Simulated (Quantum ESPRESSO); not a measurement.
Troubleshooting Quantum ESPRESSO: a failed run on B₂O₃ (P3_121, 15 atoms in the cell). The aim is a self-consistent single point with DFT, LDA (PZ), plane waves, GBRV 1.5 ultrasoft (LDA) pseudopotentials.

Cell that was meant: a = 4.3374 Å, b = 4.3374 Å, c = 8.3090 Å, α = 90.00°, β = 90.00°, γ = 120.00°.

Part of the input:

```fortran
O     0.3377332125    0.5849710834    0.0000000000
O     3.6619536288    0.0000000000    2.7696733333
K_POINTS automatic
6 6 3
```

Output (repeated stretches shortened):

```
     This program is part of the open-source Quantum ESPRESSO suite
     for quantum simulation of materials; please cite

 %%%%%%%%%%%%%%%%%%%%%%%%%%%%%%%%%%%%%%%%%%%%%%%%%%%%%%%%%%%%%%%%%%%%%%%%%%%%%%
     Error in routine card_kpoints (1):
      end of file while reading automatic k points
 %%%%%%%%%%%%%%%%%%%%%%%%%%%%%%%%%%%%%%%%%%%%%%%%%%%%%%%%%%%%%%%%%%%%%%%%%%%%%%

     stopping ...
```

### Question
From the messages shown, name the fault and mend the input.

### Answer
The fault is an automatic mesh without its three shifts. The card takes six integers. To fix it, add the shifts. The program stopped before any SCF iteration.

An input that runs soundly differs in these lines (not the only fix; some lines may just follow from the change or write a value another way):
```diff
-6 6 3
+6 6 3  0 0 0
```

With that input, the run converged in 15 iterations: free energy E − TS -4493.2212 eV; top of the valence band (on the code's own zero) 2.43 eV; gap on the k-point mesh 6.33 eV; pressure -2.80 GPa; largest force (vector length) 0.071 eV/Å (DFT, LDA (PZ), plane waves, GBRV 1.5 ultrasoft (LDA) pseudopotentials).

On the sound input: the starting cell comes from a database of computed structures (which also holds hypothetical and non-ambient phases and stackings), without a prior relaxation at this level.
